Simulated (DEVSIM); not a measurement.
**abrupt GaSb p-n junction**

Structure: abrupt GaSb p-n junction, at 300 K.

```
layer (left to right)  material  thickness (μm)  Nd (cm⁻³)  Na (cm⁻³)  τn (s)  τp (s)
---------------------  --------  --------------  ---------  ---------  ------  ------
1                          GaSb            27.0          -     2.6e16  2.3e-8  2.3e-8
2                          GaSb           0.400       4e14          -  2.3e-8  2.3e-8
```

Left contact: ohmic. Right contact: ohmic. Voltage is applied to the left contact. Recombination: SRH at mid-gap. Mobility is μmin + (μ − μmin)/(1 + (N/Nref)^α).

Constants are typed, rounded textbook-type inputs, not results; the design itself was drawn at random and stands for no fabricated device. Values at 300 K.

```csv
parameter,GaSb
gap (eV),0.726
affinity (eV),4.06
permittivity,15.7
Nc (cm⁻³),2.1e17
Nv (cm⁻³),1.8e19
μn (cm²/Vs),5000
μp (cm²/Vs),850
"μn,min",1000
"μp,min",190
"Nref,n",2.8e17
"Nref,p",9e17
αn,1.05
αp,0.65
```

Model (solved in DEVSIM): 1D drift-diffusion, Boltzmann statistics, complete ionisation; no tunnelling, impact ionisation, image-force lowering or self-heating.

| Item | Value |
|---|---|
| Potential step across the device at zero bias | 0.395 V |
| Largest field in the device at zero bias | 11000 V/cm |
| Dark forward voltage at 1 A/cm² | 0.146 V |
| Dark forward voltage at 100 A/cm² | 0.386 V |

Dark forward current:

| V (V) | J (A/cm²) |
|---|---|
| 0.05 | 0.033 |
| 0.10 | 0.22 |
| 0.15 | 1.2 |
| 0.20 | 5.2 |
| 0.25 | 17 |
| 0.30 | 41 |
| 0.35 | 73 |
| 0.40 | 110 |
| 0.45 | 160 |
| 0.50 | 200 |
| 0.55 | 250 |
| 0.60 | 300 |
| 0.65 | 360 |
| 0.70 | 420 |
| 0.75 | 480 |
| 0.80 | 540 |
| 0.85 | 600 |
| 0.90 | 670 |
| 0.95 | 740 |
| 1.00 | 820 |
| 1.05 | 890 |
| 1.10 | 970 |
| 1.15 | 1100 |
| 1.20 | 1100 |
